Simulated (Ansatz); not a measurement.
Output of an Ansatz run (abridged):

```
WARN ansatz: RAYON_NUM_THREADS=1 ignored (pool sized by the plan → 1); use --threads N
Pseudopotentials: kind: paw
Pseudopotential: Ca, paw, valence charge 10
Pseudopotential: C, paw, valence charge 4
Crystal: 3 atoms, lattice volume = 51.010 Å³
Basis set: ecut = 420 eV, 1009 PW (Γ)
Bands: 13, of which v1, the nominal top of the filled ones, is band 9 counted from 1 (8 counted from 0)
Symmetry: 12 space group operations
Space group: R-3m (ITA 166), of the structure as read, at distance tolerance 3.7e-5 Å
k-points: 65 of 512
PAW frozen core: Ca, regenerated for the run's functional, and the local potential with it
PAW frozen core: C, regenerated for the run's functional, and the local potential with it
Initial density: superposition of atomic densities (neutral atoms: chi_scale 0, normalization atom), corrected by the library's trained network
Initial wavefunctions: pseudopotential atomic-orbital guess
Eigensolver: davidson
Functional: x = slater, c = lda
SCF iter   1: F=—  HF=-2258.148779 eV  |F-HF|=—  |Δ(HF+E_count)|=         —  Δρ=7.19e-3  dr2=2.85e-2  ethr=1.77e-3  ⟨swp⟩=6.5  Hψ=5689  notcnv=0
all-band conjugate gradients solve this SCF's bands
preconditioner: auto → none
SCF iter   2: F=—  HF=-2258.138703 eV  |F-HF|=—  |Δ(HF+E_count)|=   1.01e-2  Δρ=2.72e-3  dr2=2.79e-3  ethr=1.59e-4  ⟨swp⟩=2.5  Hψ=1857  notcnv=0
SCF iter   3: F=—  HF=-2258.137763 eV  |F-HF|=—  |Δ(HF+E_count)|=   9.40e-4  Δρ=6.23e-4  dr2=8.37e-5  ethr=1.55e-5  ⟨swp⟩=2.1  Hψ=1116  notcnv=0
SCF iter   4: F=—  HF=-2258.137743 eV  |F-HF|=—  |Δ(HF+E_count)|=   1.98e-5  Δρ=1.85e-4  dr2=3.26e-5  ethr=4.65e-7  ⟨swp⟩=2.8  Hψ=1475  notcnv=0
SCF iter   5: F=—  HF=-2258.137732 eV  |F-HF|=—  |Δ(HF+E_count)|=   1.09e-5  Δρ=2.41e-5  dr2=2.19e-7  ethr=1.81e-7  ⟨swp⟩=2.0  Hψ=1105  notcnv=0
SCF iter   6: F=-2258.137732 eV  HF=-2258.137732 eV  |F-HF|=1.41e-9  |Δ(HF+E_count)|=   5.35e-8  Δρ=4.97e-6  dr2=5.12e-9  ethr=5.56e-10  ⟨swp⟩=6.0  Hψ=4379  notcnv=0
SCF 1 converged in 6 iterations: F = -2258.137732 eV  dr2 = 5.12e-9
SCF converged after 6 iterations
Free energy (F): -2258.137732 eV
Harris-Foulkes:  -2258.137732 eV  (|F-HF|=1.41e-9)
Internal energy: -2258.137732 eV  (E = F + TS)
E sigma→0 (E₀):  -2258.137732 eV
Fermi energy:    5.292135 eV
--- Per-component energies (eV) ---
  E_band       = -165.694316
  E_kinetic    = 449.402322
  E_local      = -1010.588869  (includes V_loc(G=0)·N_el)
  E_nonlocal   = 125.209509
  E_hartree    = 317.752974
  E_xc         = -228.222398
  E_vxc        = -285.435112  (∫ρ·V_xc dr)
  E_paw        = -998.851675  (= ΣΔE_a)
  E_vpaw       = -79.789777  (= ΣTr[D̂ρ^β])
  E_aug_tail   = 0.000013  (compensation charges beyond the density's cutoff)
  E_ewald      = -913.248439
  E_core_change = 0.408831  (= ΣΔE_core)
  E_smearing   = -0.000000  (= −TS)
  E_closure    = -0.000000  (closes the sum)
  Σ components = -2258.137732   (vs F -2258.137732, Δ=0.00e0)
--- Forces (eV/Å), atoms counted from 1 ---
  atom   1  Ca     0.00000000     0.00000000     0.00000000
  atom   2  C      0.00000000    -0.00000000     0.04505096
  atom   3  C     -0.00000000     0.00000000    -0.04505096
  max |Σ_I F_I| component: 9.25e-17 eV/Å
--- Stress (GPa, compression-positive) ---
       -4.213994       0.000000      -0.000000
        0.000000      -4.213994      -0.000000
       -0.000000      -0.000000      -3.947451
  P = ⅓ Tr σ = -4.1251 GPa (-41.251 kbar)
  The stress holds the Pulay correction. Without it, at fixed plane waves, as pw.x and ABINIT print it: P = -4.3766 GPa
--- Band table (eV; the first three rows and the last of 65) ---
  k-point 0: bands = ["-34.6265", "-15.9380", "-15.8012", "-15.8012", "-8.3591", "1.2086", "1.3582", "3.2199", "3.2199", "7.0881", "7.0881", "8.1903", "9.4892"]
  k-point 1: bands = ["-34.6244", "-15.9362", "-15.8283", "-15.8061", "-8.3010", "0.9486", "1.5366", "3.0248", "3.0916", "7.2505", "7.3026", "8.4976", "9.4708"]
  k-point 2: bands = ["-34.6195", "-15.9340", "-15.8904", "-15.8177", "-8.1591", "0.5982", "1.5787", "2.7662", "2.8142", "7.6679", "7.8833", "9.1061", "9.6863"]
  k-point 64: bands = ["-34.6242", "-16.0033", "-15.8023", "-15.8023", "-8.0776", "-1.0193", "2.5203", "2.5203", "4.0475", "9.6141", "9.7073", "9.9027", "9.9027"]
```

The structure:

```xyz
3
Lattice="1.9347 1.1170 3.9341 -1.9347 1.1170 3.9341 0.0000 -2.2340 3.9341" Properties=species:S:1:pos:R:3 pbc="T T T"
Ca     0.0000     0.0000     0.0000
C      0.0000     0.0000     6.5257
C      0.0000     0.0000     5.2767
```

Reconstruct the input of this run.

Other spellings and defaults could give the same log, and not every line can be read from it. The input that was run (DFT, LDA (PW92), plane waves, default PAW files made with PBE):

Ansatz 0.2 input:
```yaml
# CaC2
crystal:
  lattice:
    - [1.93467800, 1.11698700, 3.93410400]
    - [-1.93467800, 1.11698700, 3.93410400]
    - [0.00000000, -2.23397400, 3.93410400]
  atoms:
    - { symbol: Ca, position: [0.00000000, 0.00000000, 0.00000000] }
    - { symbol: C, position: [0.55291300, 0.55291300, 0.55291300] }
    - { symbol: C, position: [0.44708700, 0.44708700, 0.44708700] }
basis:
  ecutwfc: 420.0
kpoints:
  mp_grid: { grid: [8, 8, 8] }
hamiltonian:
  xc: lda
  pseudopotentials: { kind: paw }
scf:
  occupations: { method: fermi_dirac, width: 0.05 }
output:
  forces: true
  eigenvalues: true
  stress: true
```

The starting cell comes from a database of computed structures (which also holds hypothetical and non-ambient phases and stackings), without a prior relaxation at this level. Its lattice was rescaled by up to half a per cent. With a pressure of about -4 GPa the cell is away from its equilibrium volume at this level. Ansatz's pressure includes its estimate of the finite-basis (Pulay) stress.

Ansatz is a first-principles code.
